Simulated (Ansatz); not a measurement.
Base system: Ge in the diamond structure (space group Fd-3m, No. 227; a = 5.7617 Å).

Calculations: PBE (Ansatz, a first-principles code, PAW, no spin-orbit coupling).

Strains are applied to the cell and any free atomic positions relax.

One change was made to it. Results:

The pressure goes from zero to -1.6 GPa; the energy goes up by 3.8 meV/atom; the band gap is still zero.

Which change produced these results?
A) isotropic strain +1.00 %
B) isotropic strain +0.50 %
C) isotropic strain +2.00 %

A, isotropic strain +1.00 %. For comparison, the energy relative to the base in the other runs: isotropic strain +0.50 % gives +1.0 meV/atom; isotropic strain +2.00 % gives +15 meV/atom.

No phonon test of stability was made. A zero or small gap of Ge can be the functional's error rather than a property of the material.
